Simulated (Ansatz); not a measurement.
**BeSe, pressure series**

Consider BeSe in the zinc blende structure (space group F-43m, No. 216; a = 5.129 Å).

Cell and atoms are relaxed at each pressure.

Level of theory: DFT with PBEsol, PAW potentials and a 420 eV plane-wave cutoff in Ansatz (an electronic-structure program), no spin-orbit coupling.

Two rows of this table had their results exchanged by mistake.

```
pressure          volume per atom (Å³)  shortest distance (Å)  band gap
----------------  --------------------  ---------------------  --------
pressure −2 GPa                  15.21                  2.146   2.22 eV
pressure −1 GPa                  17.08                  2.230   2.49 eV
pressure 0.3 GPa                 16.80                  2.218   2.46 eV
pressure 0.7 GPa                 16.72                  2.214   2.45 eV
pressure 1.5 GPa                 16.56                  2.207   2.43 eV
pressure 3 GPa                   16.28                  2.195   2.39 eV
pressure 5 GPa                   15.94                  2.179   2.34 eV
pressure 7.5 GPa                 15.56                  2.162   2.28 eV
pressure 10 GPa                  17.32                  2.240   2.52 eV
```

Which two?

The rows for pressure −2 GPa and pressure 10 GPa: the volume has to fall steadily with pressure, so 17.32 Å³ belongs to pressure −2 GPa and 15.21 Å³ to pressure 10 GPa.

Load acts through the strain it causes; cell and atoms are relaxed under it. No phonon test of stability was made. No other phases were tried under pressure.
